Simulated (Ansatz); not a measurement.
Inside the gap of an insulator the Bloch states are evanescent, with a wavenumber k + iκ along the transport direction.

Given:

```xyz
12
Lattice="5.1345 0.0000 0.0000 0.0000 5.1346 0.0000 2.5673 2.5673 5.8343" Properties=species:S:1:pos:R:3 pbc="T T T"
V      1.2836     5.1346     1.4586
V      6.4182     2.5673     4.3758
Bi     3.8509     2.5673     1.4586
Bi     3.8509     5.1346     4.3758
O      5.7021     6.4215     5.2959
O      1.9996     1.2804     0.5385
O      7.1341     3.8478     5.2959
O      0.5676     3.8542     0.5385
O      5.1377     3.2833     3.4556
O      2.5640     4.4186     2.3787
O      2.5640     1.8513     3.4556
O      5.1377     5.8506     2.3787
```

Space group of this cell: I4_1/a. The cell was relaxed by PBE-D3(BJ); by r2SCAN its mean pressure is -2.1 GPa.

Transport runs along the normal of the first two printed cell vectors, the (010) plane of the conventional cell.

The gap is the functional's own, uncorrected, and κ follows it; spin-orbit coupling is left out. Mid-gap values are interpolated between the computed energies.

Question: Estimate the band gap and the smallest decay constant κ at mid-gap that r2SCAN run with Ansatz (an electronic-structure program) returns for this system.

Answer: Gap 2.42 eV on a 6×6×6 mesh; κ = 0.392 1/Å, at the zone centre.
